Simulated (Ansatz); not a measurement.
**Ir, pressure series**

The reference is Ir in the fcc (Cu type) structure (space group Fm-3m, No. 225; a = 3.844 Å).

Cell and atoms are relaxed at each pressure.

Computed with Ansatz (a first-principles code), r2SCAN, PAW, cutoff 500 eV, no SOC.

Notes on the quantities. enthalpy: H = E + PV relative to the base's energy.

```csv
case,shortest interatomic distance,enthalpy
base,2.718 Å,–
pressure −2 GPa,2.723 Å,-0.18 eV/atom
pressure −1 GPa,2.721 Å,-0.09 eV/atom
pressure 0.9 GPa,2.716 Å,+0.08 eV/atom
pressure 2.1 GPa,2.713 Å,+0.19 eV/atom
pressure 4.5 GPa,2.708 Å,+0.40 eV/atom
pressure 9 GPa,2.698 Å,+0.79 eV/atom
pressure 15 GPa,2.686 Å,+1.31 eV/atom
pressure 22.5 GPa,2.671 Å,+1.94 eV/atom
pressure 30 GPa,2.658 Å,+2.57 eV/atom
```

Load acts through the strain it causes; cell and atoms are relaxed under it. Whether these cells are dynamically stable was not tested. Competing high-pressure phases were not computed. The final runs are not spin-polarised.
